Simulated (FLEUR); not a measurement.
Band structure of WSi2 (I4/mmm, 3 atoms in the cell).

```
WSi2
1.0
   -1.61078     1.61078     3.92909
    1.61078    -1.61078     3.92909
    1.61078     1.61078    -3.92909
Si W
2 1
Cartesian
  0.00000   0.00000   5.22570
  0.00000   0.00000   2.63249
  0.00000   0.00000   0.00000
```

Computed with FLEUR with PBE, all-electron FLAPW (FLEUR), scalar-relativistic valence.

Settings: Kmax = 4.4 1/bohr; GmaxXC = 17.6 1/bohr; xcFunctional = pbe; jspins = 1; l_soc = F; mode = hist; fermiSmearingEnergy = 0.00499791 Htr; mesh (inpgen div1-3) = 10 10 10; inpgen gamma flag = true; Gmax = 17.6 1/bohr; numbands = 0; maxIterBroyd = 40; imix = Anderson; alpha = 0.05.

The starting cell has typed, rounded lattice constants, without a prior relaxation at this level. Its lattice was rescaled by a random factor within 2.5 % of one. Spin-orbit coupling is off. Spin polarisation is off. Values depend on the basis (sphere radii, cutoffs, local orbitals), which need not be converged.

Levels in eV from the Fermi level, bands 8 to 15:
| point | 8 | 9 | 10 | 11 | 12 | 13 | 14 | 15 |
|---|---|---|---|---|---|---|---|---|
| Γ | -3.30 | -2.82 | -2.82 | 0.60 | 2.72 | 2.98 | 3.04 | 3.04 |
| X | -5.49 | -4.98 | -3.24 | -1.77 | 2.77 | 2.94 | 3.09 | 3.87 |
| Y | -5.09 | -4.07 | -3.10 | -2.32 | 1.94 | 2.12 | 2.99 | 5.10 |
| S | -3.03 | -2.69 | -2.47 | -0.32 | 1.78 | 2.50 | 3.54 | 4.37 |
| Z | -2.54 | -0.83 | -0.83 | -0.51 | -0.51 | 0.77 | 4.45 | 4.79 |
| S1 | -3.03 | -2.69 | -2.47 | -0.32 | 1.78 | 2.50 | 3.54 | 4.37 |
| N | -4.84 | -2.79 | -2.74 | -0.43 | 2.67 | 2.79 | 3.89 | 4.36 |
| P | -6.53 | -3.01 | -2.43 | -2.43 | 0.05 | 2.94 | 3.58 | 4.07 |
| Y1 | -5.09 | -4.07 | -3.10 | -2.32 | 1.94 | 2.12 | 2.99 | 5.10 |
